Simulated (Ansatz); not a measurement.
Start from BeTe in the zinc blende structure (space group F-43m, No. 216; a = 5.6568 Å). Axes: x, y, z lie along the cube axes.

Computed with r2SCAN (Ansatz, a quantum-chemistry and plane-wave program, PAW, no SOC).

Strains are applied to the cell and any free atomic positions relax.

One change was made to it. Results:

The smallest direct gap falls by 0.15 eV (4.04 eV → 3.89 eV); the band gap decreases by 0.09 eV to 2.28 eV; the pressure (mean of the normal stresses, compression positive) hardly moves (0.01 GPa against 0.02 GPa).

Q: What was done to the base?
A) tensor shear ε_xy = +0.86 %
B) tensor shear ε_xy = +1.14 %
C) tensor shear ε_xy = +0.29 %

A: A, tensor shear ε_xy = +0.86 %. For comparison, the smallest direct gap in the other runs: tensor shear ε_xy = +0.29 % gives 3.99 eV; tensor shear ε_xy = +1.14 % gives 3.84 eV.

Spin-orbit coupling, missing from the scalar runs, can matter with Te. No phonon test of stability was made.
